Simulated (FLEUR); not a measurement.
Input and output of a self-consistent single point for Mn2SeS (R-3m, 4 atoms in the cell) (FLEUR)

Method of the run: PBEsol, all-electron FLAPW (FLEUR), scalar-relativistic valence run with FLEUR.

This input was run:

Input of the input generator:

```
Mn2SeS
&input film=f /
3.2531258249 1.8781930707 10.4113005747
-3.2531258249 1.8781930707 10.4113005747
-0.0000000000 -3.7563861414 10.4113005747
1.0
1.0 1.0 1.0

4
25 0.2218900000 0.2218900000 0.2218900000 : 4.00
25 0.7781100000 0.7781100000 0.7781100000 : 4.00
34 0.0000000000 0.0000000000 0.0000000000 : 0.00
16 0.5000000000 0.5000000000 0.5000000000 : 0.00

&comp jspins=2 /
&exco xctyp='PBEs' /
&kpt div1=6 div2=6 div3=6 gamma=t /
&end /
```

```xml
<?xml version="1.0" encoding="UTF-8" standalone="no"?>
<fleurInput fleurInputVersion="0.39">
   <comment>
      Mn2SeS                                                                                              
   </comment>
   <calculationSetup>
      <cutoffs Kmax="4.3" Gmax="12.9" GmaxXC="12.9" numbands="0"/>
      <scfLoop itmax="80" minDistance="0.00001" maxIterBroyd="25" imix="Anderson" alpha="0.05" precondParam="0.0" spinf="2.0"/>
      <coreElectrons ctail="T" frcor="F" kcrel="0" coretail_lmax="0"/>
      <xcFunctional name="PBEs" relativisticCorrections="F"/>
      <magnetism jspins="2"/>
      <soc l_soc="F" theta="0.0" phi="0.0" spav="F"/>
      <expertModes spex="0" secvar="F"/>
      <geometryOptimization l_f="T" forcealpha="1.0" forcemix="BFGS" epsdisp="0.00001" epsforce="0.00001"/>
      <ldaU l_linMix="F" mixParam="0.05" spinf="1.0"/>
   </calculationSetup>
   <cell>
      <bzIntegration valenceElectrons="52.0" mode="hist" fermiSmearingEnergy="0.00367493">
         <kPointListSelection listName="default-1"/>
         <!-- k-points included here -->
         <xi:include xmlns:xi="http://www.w3.org/2001/XInclude" href="kpts.xml"> </xi:include>
      </bzIntegration>
      <!-- symmetry operations included here -->
      <xi:include xmlns:xi="http://www.w3.org/2001/XInclude" href="sym.xml"> </xi:include>
      <bulkLattice scale="1.0">
         <bravaisMatrix>
            <row-1>    3.2531258249000001     1.8781930707000001    10.4113005747000003</row-1>
            <row-2>   -3.2531258249000001     1.8781930707000001    10.4113005747000003</row-2>
            <row-3>    0.0000000000000000    -3.7563861414000002    10.4113005747000003</row-3>
         </bravaisMatrix>
      </bulkLattice>
   </cell>
   <atomSpecies>
      <species name="Manganese 4.000" element="Mn" atomicNumber="25">
         <mtSphere radius="2.34" gridPoints="807" logIncrement="0.015"/>
         <atomicCutoffs lmax="10" lnonsphr="8"/>
         <electronConfig flipSpins="F">
            <coreConfig>(1s1/2) (2s1/2) (2p1/2) (2p3/2)</coreConfig>
            <valenceConfig>(3s1/2) (3p1/2) (3p3/2) (4s1/2) (3d3/2) (3d5/2)</valenceConfig>
            <stateOccupation state="(3d3/2)" spinUp="1.5" spinDown="0.5"/>
            <stateOccupation state="(3d5/2)" spinUp="3.0" spinDown="0.0"/>
         </electronConfig>
         <energyParameters s="4" p="4" d="3" f="4"/>
         <lo type="SCLO" l="0" n="3" eDeriv="0"/>
         <lo type="SCLO" l="1" n="3" eDeriv="0"/>
      </species>
      <species name="Selenium (Se)" element="Se" atomicNumber="34">
         <mtSphere radius="2.44" gridPoints="843" logIncrement="0.015"/>
         <atomicCutoffs lmax="10" lnonsphr="8"/>
         <electronConfig flipSpins="F">
            <coreConfig>(1s1/2) (2s1/2) (2p1/2) (2p3/2) (3s1/2) (3p1/2) (3p3/2)</coreConfig>
            <valenceConfig>(4s1/2) (3d3/2) (3d5/2) (4p1/2) (4p3/2)</valenceConfig>
            <stateOccupation state="(4p1/2)" spinUp="0.6666666667" spinDown="0.6666666667"/>
            <stateOccupation state="(4p3/2)" spinUp="1.333333333" spinDown="1.333333333"/>
         </electronConfig>
         <energyParameters s="4" p="4" d="3" f="4"/>
         <lo type="HELO" l="2" n="4" eDeriv="0"/>
      </species>
      <species name="Sulfur (S)" element="S" atomicNumber="16">
         <mtSphere radius="1.52" gridPoints="527" logIncrement="0.021"/>
         <atomicCutoffs lmax="6" lnonsphr="4"/>
         <electronConfig flipSpins="F">
            <coreConfig>(1s1/2) (2s1/2) (2p1/2) (2p3/2)</coreConfig>
            <valenceConfig>(3s1/2) (3p1/2) (3p3/2)</valenceConfig>
            <stateOccupation state="(3p1/2)" spinUp="0.6666666667" spinDown="0.6666666667"/>
            <stateOccupation state="(3p3/2)" spinUp="1.333333333" spinDown="1.333333333"/>
         </electronConfig>
         <energyParameters s="3" p="3" d="3" f="4"/>
      </species>
   </atomSpecies>
   <atomGroups>
      <atomGroup species="Manganese 4.000">
         <relPos label="                   1">.2218900000 .2218900000 .2218900000</relPos>
         <relPos label="                   2">-.2218900000 -.2218900000 -.2218900000</relPos>
         <force calculate="T" relaxXYZ="TTT"/>
      </atomGroup>
      <atomGroup species="Selenium (Se)">
         <relPos label="                   3">.0000000000 .0000000000 .0000000000</relPos>
         <force calculate="T" relaxXYZ="TTT"/>
      </atomGroup>
      <atomGroup species="Sulfur (S)">
         <relPos label="                   4">1.000/2.000 1.000/2.000 1.000/2.000</relPos>
         <force calculate="T" relaxXYZ="TTT"/>
      </atomGroup>
   </atomGroups>
   <output dos="F" band="F" slice="F">
      <checks vchk="F" cdinf="F"/>
      <bandDOS minEnergy="-.5*Htr" maxEnergy="0.5*Htr" sigma="0.015" storeEVData="T"/>
      <vacuumDOS vacdos="F" integ="F" star="F" nstars="0" locx1="0.0" locy1="0.0" locx2="0.0" locy2="0.0" nstm="0" tworkf="0.0"/>
      <unfoldingBand unfoldBand="F" supercellX="1" supercellY="1" supercellZ="1"/>
      <plotting iplot="0" polar="F">
         <plot TwoD="T" vec1="  1.0  0.0  0.0" vec2="  0.0  1.0  0.0" vec3="  0.0  0.0  1.0" zero="  0.0  0.0  0.0" file="plot"/>
      </plotting>
      <chargeDensitySlicing numkpt="0" minEigenval="0.0" maxEigenval="0.0" nnne="0" pallst="F"/>
      <specialOutput eonly="F"/>
      <magneticCircularDichroism mcd="F" energyLo="-10.0" energyUp="0.0"/>
   </output>
  <!-- We include the file relax.xml here to enable relaxations (see documentation) -->
  <xi:include xmlns:xi="http://www.w3.org/2001/XInclude" href="relax.xml"> <xi:fallback/> </xi:include>
</fleurInput>
```

Log, with long lists cut:

```
      Welcome to FLEUR        (www.flapw.de)
      MaX-Release 8.1          (www.max-centre.eu)

 ========== k-point set info ==========
 Selected k-point list: default-1
 k-point list type: mesh
 6 x 6 x 6
 Number of k points: 32

 ------------Calculation Setup---------------------------
           1           2           4           8          16          32
 Number of basis functions:          570
 Iteration:     1   Distance:      17.65628708 me/bohr^3
 Iteration:     2   Distance:      15.50449397 me/bohr^3
 Iteration:     3   Distance:      13.44367816 me/bohr^3
 Iteration:     4   Distance:      10.79137472 me/bohr^3
 Iteration:     5   Distance:       8.68683991 me/bohr^3
 Iteration:     6   Distance:       7.33355095 me/bohr^3
   [... 23 lines left out ...]
 Iteration:    30   Distance:       0.00025361 me/bohr^3
 Iteration:    31   Distance:       0.00025815 me/bohr^3
 Iteration:    32   Distance:       0.00007737 me/bohr^3
 Iteration:    33   Distance:       0.00002999 me/bohr^3
 Iteration:    34   Distance:       0.00000678 me/bohr^3
 Reset of history
 Run finished successfully
 Stop message:
   Structural relaxation: new displacements generated

[file out, last iteration]
             iter=     35
          p o t e n t i a l   g e n e r a t o r
[...]
          integral of pseudo charge density inside the slab=        0.000000   0.000000
     coulomb potential in the interstitial region:
          density-coulomb potential integrals
          total density-coulomb potenti    -7910.9374563971
          density-effective potential integrals for spin  1
          density-effective potential integrals for spin  2
          total density-effective poten   -8.1911946274E+03
          charge density-energy density integrals
          total charge density-energy d   -2.1392015296E+02
 Updated energy parameters for spin:           1
  Atom    1 4s branch from -2.53 to  1.90 htr. ; e_l =  0.1830
  Atom    1 4p branch from -1.38 to  2.45 htr. ; e_l =  0.3079
  Atom    1 3d branch from -9.99 to  0.47 htr. ; e_l =  0.3030
  Atom    1 4f branch from -9.99 to  3.37 htr. ; e_l =  0.6133
  Atom    1 3s branch from-26.68 to -2.53 htr. ; e_l(l -2.5432
  Atom    1 3p branch from-22.51 to -1.38 htr. ; e_l(l -1.4016
  Atom    2 4s branch from -7.25 to  0.33 htr. ; e_l = -0.0990
  Atom    2 4p branch from -5.03 to  0.97 htr. ; e_l =  0.2536
  Atom    2 3d branch from -9.99 to -1.37 htr. ; e_l = -1.3623
  Atom    2 4f branch from -9.99 to  3.00 htr. ; e_l =  0.7052
  Atom    2-4d branch from  1.63 to  1.63 htr. ; e_l(l  1.6266
  Atom    3 3s branch from -7.21 to  2.63 htr. ; e_l = -0.5602
  Atom    3 3p branch from -5.19 to  3.16 htr. ; e_l = -0.3784
  Atom    3 3d branch from -9.99 to  3.30 htr. ; e_l = -0.1927
  Atom    3 4f branch from -9.99 to  7.67 htr. ; e_l = -0.0307
 Updated energy parameters for spin:           2
  Atom    1 4s branch from -2.46 to  1.96 htr. ; e_l =  0.2004
  Atom    1 4p branch from -1.31 to  2.51 htr. ; e_l =  0.3227
  Atom    1 3d branch from -9.99 to  0.54 htr. ; e_l =  0.3511
  Atom    1 4f branch from -9.99 to  3.42 htr. ; e_l =  0.6259
  Atom    1 3s branch from-26.65 to -2.46 htr. ; e_l(l -2.4731
  Atom    1 3p branch from-22.48 to -1.31 htr. ; e_l(l -1.3329
   [... lines left out ...]
          first approx. to ef    (T=0)  :   0.393574 htr   (energy of the highest occ. eigenvalue)
FERHIS:  Fermi-Energy by histogram:
          bandgap                     :   0.000219 htr
          charge neutrality (T=0)     :   0.018519    (zero if the highest occ. eigenvalue is "entirely" occupied)
     EF_NEWTON:  Adjust Fermi-Energy by Newton-Method.
 Direct bandgap for spin            1 :    7.8482100370549368E-003  Htr
 Direct bandgap for spin            2 :    4.6009584806437909E-003  Htr
   [... lines left out ...]
 ---->    (input%tkb*entropy) TS=              0.0053979480 htr
 ---->    free energy=                     -5142.2857151536 htr
      extrapolation for T->0
 ---->    total electron energy=           -5142.2830161796 htr
SPIN-1 FORCE FOR ATOM TYPE=  1  X=  0.000   Y=  0.000   Z=  6.930      FX_SP = 0.000000 FY_SP = 0.000000 FZ_SP =-0.103459
SPIN-2 FORCE FOR ATOM TYPE=  1  X=  0.000   Y=  0.000   Z=  6.930      FX_SP = 0.000000 FY_SP = 0.000000 FZ_SP = 0.109005
SPIN-1 FORCE FOR ATOM TYPE=  2  X=  0.000   Y=  0.000   Z=  0.000      FX_SP = 0.000000 FY_SP = 0.000000 FZ_SP = 0.000000
SPIN-2 FORCE FOR ATOM TYPE=  2  X=  0.000   Y=  0.000   Z=  0.000      FX_SP = 0.000000 FY_SP = 0.000000 FZ_SP = 0.000000
SPIN-1 FORCE FOR ATOM TYPE=  3  X=  0.000   Y=  0.000   Z= 15.617      FX_SP = 0.000000 FY_SP = 0.000000 FZ_SP = 0.000000
SPIN-2 FORCE FOR ATOM TYPE=  3  X=  0.000   Y=  0.000   Z= 15.617      FX_SP = 0.000000 FY_SP = 0.000000 FZ_SP = 0.000000
 ***** TOTAL FORCES ON ATOMS *****
 TOTAL FORCE FOR ATOM TYPE=  1  X=  0.000   Y=  0.000   Z=  6.930
                       FX_TOT= 0.000000 FY_TOT= 0.000000 FZ_TOT= 0.005546
 TOTAL FORCE FOR ATOM TYPE=  2  X=  0.000   Y=  0.000   Z=  0.000
                       FX_TOT= 0.000000 FY_TOT= 0.000000 FZ_TOT= 0.000000
 TOTAL FORCE FOR ATOM TYPE=  3  X=  0.000   Y=  0.000   Z= 15.617
                       FX_TOT= 0.000000 FY_TOT= 0.000000 FZ_TOT= 0.000000
```

The run converged in 34 iterations. FLEUR gives forces in its relaxation mode, with a further iteration, so its stop message speaks of a relaxation.

The starting cell comes from a database of computed structures (which also holds hypothetical and non-ambient phases and stackings), without a prior relaxation at this level. The magnetic order is the one reached from the typed start; others were not searched systematically. Values depend on the basis (sphere radii, cutoffs, local orbitals), which need not be converged. The log's line on a gap gives a spacing of levels on this mesh, which the program prints for metals too.

Cost on one core of a shared machine: roughly 6 min.
